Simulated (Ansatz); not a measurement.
# Effect of tensor shear ε_xy = +2.64 % on hypothetical P4_2/mnm WTe2

Base system: WTe₂ (space group P4_2/mnm, No. 136; a = 6.651 Å, c = 3.677 Å; a hypothetical phase, not in the database extracts checked). Axes: x, y, z lie along a, b, c of the conventional cell.

The change: tensor shear ε_xy = +2.64 % (engineering shear γ = 0.0528); the atoms relax in the strained cell.

Method: PBE (Ansatz, an electronic-structure program, PAW, spin-orbit coupling left out), earlier PAW set. k-mesh 7×7×13 (Γ-centred); smearing 0.05 eV (Fermi–Dirac).

| quantity | base | changed | shift |
|---|---|---|---|
| space group | P4_2/mnm (No. 136) | Cmmm (No. 65) | – |
| shortest interatomic distance | 2.700 Å | 2.634 Å | -0.066 Å |
| energy relative to the base (free energy F) | 0 meV/atom | +20 meV/atom | +20 meV/atom |
| pressure (mean of the normal stresses, compression positive) | 0.0 GPa | 0.5 GPa | +0.5 GPa |
| band gap | zero | zero | – |
| stress (xx, yy, zz, yz, xz, xy; compression positive) (rough) | – | (0.6, 0.6, 0.4, 0.0, 0.0, -4.6) GPa | – |

Final structure:

```yaml
crystal:
  lattice:
    - [6.65119, 0.17559, 0.00000]
    - [0.17559, 6.65119, 0.00000]
    - [0.00000, 0.00000, 3.67670]
  atoms:
    - { symbol: W, position: [0.50000, 0.50000, 0.50000] }
    - { symbol: W, position: [0.00000, 0.00000, 0.00000] }
    - { symbol: Te, position: [0.78720, 0.78720, 0.50000] }
    - { symbol: Te, position: [0.28763, 0.71237, 0.00000] }
    - { symbol: Te, position: [0.71237, 0.28763, 0.00000] }
    - { symbol: Te, position: [0.21280, 0.21280, 0.50000] }
```

Cost of the whole job for the changed cell (relaxation, final SCF and bands): around 110 core-seconds (rough).

Without a gap, meshes like the base's 7×7×13 leave anisotropic stresses uncertain by several tenths of a GPa, and small strain energies with them. Stability against distortions was not tested. The final runs are not spin-polarised. WTe2 has a high density of states at the Fermi level and may be magnetic at this level.
